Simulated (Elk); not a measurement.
Band structure of YZn₅ (P6/mmm, 6 atoms in the cell).

```
CELL_PARAMETERS angstrom
      5.33374     0.00000     0.00000
     -2.66687     4.61915     0.00000
      0.00000     0.00000     4.24268
ATOMIC_POSITIONS crystal
  Y  0.00000 0.00000 0.00000
  Zn 0.00000 0.50000 0.50000
  Zn 0.50000 0.00000 0.50000
  Zn 0.50000 0.50000 0.50000
  Zn 0.33333 0.66667 0.00000
  Zn 0.66667 0.33333 0.00000
```

Method: LDA (PW92), all-electron FP-LAPW, Elk's shipped species files, default APW+lo basis (Elk).

Settings: swidth = 0.00499791 Ha; ngridk = 6 6 6; rmtscf = 0.97; maxscl = 100.

The starting cell comes from a database of computed structures (which also holds hypothetical and non-ambient phases and stackings), without a prior relaxation at this level. Its lattice was rescaled by a random factor within 2.5 % of one. Values depend on the basis (sphere radii, cutoffs, local orbitals), which need not be converged.

Levels in eV from the Fermi level, bands 48 to 55:
```json
[
 {"point": "Γ", "48": "-2.64", "49": "-1.31", "50": "-0.74", "51": "-0.36", "52": "-0.36", "53": "2.41", "54": "2.41", "55": "2.57"},
 {"point": "M", "48": "-2.64", "49": "-0.71", "50": "0.41", "51": "0.75", "52": "1.63", "53": "1.80", "54": "1.99", "55": "2.39"},
 {"point": "K", "48": "0.01", "49": "0.01", "50": "0.02", "51": "0.02", "52": "0.07", "53": "2.26", "54": "2.26", "55": "3.47"},
 {"point": "A", "48": "-1.79", "49": "-1.79", "50": "-0.82", "51": "-0.82", "52": "0.00", "53": "0.63", "54": "0.63", "55": "3.53"},
 {"point": "L", "48": "-4.47", "49": "-1.67", "50": "-0.98", "51": "-0.68", "52": "0.38", "53": "1.48", "54": "2.84", "55": "3.69"},
 {"point": "H", "48": "-4.60", "49": "-2.39", "50": "-2.30", "51": "1.32", "52": "1.32", "53": "1.52", "54": "1.52", "55": "3.68"}
]
```

Bands cross the Fermi level along this path, so the cell is metallic at this level.
